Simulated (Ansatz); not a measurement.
The starting structures come from a database of crystals and need not be the phases stable at ambient conditions.

The decay constant κ of evanescent states in the gap governs leakage through a thin film.

Input:

```
Ag2BaGeS4
1.0
    6.86225     0.00000     0.00000
    0.00000     6.86225     0.00000
    3.43113    -3.43113     4.15088
Ba Ag Ge S
1 2 1 4
Direct
  0.00000   0.00000   0.00000
  0.75000   0.75000   0.50000
  0.25000   0.25000   0.50000
  0.50000   0.50000   0.00000
  0.84447   0.15553   0.68894
  0.15553   0.46659   0.31106
  0.46659   0.53341   0.68894
  0.53341   0.84447   0.31106
```

Space group of this cell: I-42m. The cell is taken as given; by PBEsol its mean pressure is -3.3 GPa.

Transport runs along the normal of the first two printed cell vectors, the (001) plane of the conventional cell.

No gap correction and no spin-orbit coupling; mid-gap values are interpolated between computed energies.

Q: Give the band gap and the smallest decay constant κ at mid-gap that Ansatz (a quantum-chemistry and plane-wave program) with PBEsol yields.

A: Gap 0.45 eV on a 8×8×8 mesh; κ = 0.109 1/Å, at the zone centre.
